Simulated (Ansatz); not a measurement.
# ZnSe, response to strain

Start from ZnSe in the zinc blende structure (space group F-43m, No. 216; a = 5.7330 Å).

Strains are applied to the cell and any free atomic positions relax.

Calculations: PBE (Ansatz, a quantum-chemistry and plane-wave program; PAW; 420 eV plane waves; no spin-orbit coupling).

| variant | band gap | volume per atom | width of the top valence band | electron mass |
|---|---|---|---|---|
| base | 1.15 eV | 23.55 Å³ | 2.50 eV | 0.090 mₑ (at Γ) |
| isotropic strain −3.00 % | 1.52 eV | 21.50 Å³ | 2.94 eV | 0.11 mₑ (at Γ) |
| isotropic strain −2.00 % | 1.39 eV | 22.17 Å³ | 2.79 eV | 0.10 mₑ (at Γ) |
| isotropic strain −1.50 % | 1.33 eV | 22.51 Å³ | 2.71 eV | 0.098 mₑ (at Γ) |
| isotropic strain −0.50 % | 1.21 eV | 23.20 Å³ | 2.57 eV | 0.093 mₑ (at Γ) |
| isotropic strain +0.50 % | 1.09 eV | 23.91 Å³ | 2.44 eV | 0.087 mₑ (at Γ) |
| isotropic strain +1.00 % | 1.04 eV | 24.27 Å³ | 2.37 eV | ___ |
| isotropic strain +1.50 % | ___ | 24.63 Å³ | 2.31 eV | 0.080 mₑ (at Γ) |
| isotropic strain +2.50 % | 0.87 eV | 25.36 Å³ | 2.19 eV | 0.074 mₑ (at Γ) |
| isotropic strain +3.00 % | 0.82 eV | 25.74 Å³ | 2.13 eV | 0.071 mₑ (at Γ) |

### Question
Complete the table.

### Answer

- isotropic strain +1.00 %, electron mass: 0.084 mₑ (at Γ)
- isotropic strain +1.50 %, band gap: 0.98 eV

Effective masses come from finite differences of ±0.01 Å⁻¹. No phonon test of stability was made.
